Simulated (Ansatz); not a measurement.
Task: Name crystals whose electron conductivity mass lies between 0.109 and 0.17 mₑ and whose band gap lies between 1.56 and 2.4 eV, by r2SCAN, rigid bands in Ansatz (a program for electronic structure).

Result: Many crystals can fit; among those computed here:
- ZnSe (F-43m): 0.136 mₑ, 1.94 eV

Masses are for dilute carriers at 300 K, harmonic means over directions unless an axis is named. Spin-orbit coupling is left out.
